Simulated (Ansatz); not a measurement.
The parent structure is CaHfSe$_{3}$ in the cubic perovskite structure (space group Pm-3m, No. 221; a = 5.123 Å; a hypothetical phase, not in the database extracts checked). Axes: x, y, z lie along the cube axes.

Modification: compressive biaxial strain of 1.89 % in the plane normal to [111], as in epitaxy on a mismatched substrate; the out-of-plane cell vector and the atoms relax.

Levels (all Ansatz, an electronic-structure program, PAW): PBEsol (420 eV, no spin-orbit coupling); r2SCAN (500 eV, no spin-orbit coupling).

The geometry is relaxed with PBEsol.

| Property | Value |
|---|---|
| PBEsol band gap | zero |
| PBEsol gap character | absent |
| PBEsol pressure | 1.0 GPa |

**Question.** What does r2SCAN give at this geometry for the band gap, gap character and pressure?

**Answer.** The band gap changes from zero to 0.36 eV; the gap character goes from absent to indirect, T → Γ; the pressure increases by 1.94 GPa, from 1.0 GPa to 3.0 GPa.

Single points use the geometry relaxed with PBEsol. Their cutoffs differ, which shifts pressures a little. Spin-orbit coupling, missing from the scalar runs, can matter with Hf. Stability against distortions was not tested. The final runs are not spin-polarised. Many cubic perovskites are stable only at high temperature; tilts and polar distortions were not tested. A zero or small gap of CaHfSe3 can be the functional's error rather than a property of the material. k-point labels follow each cell's own Brillouin zone.
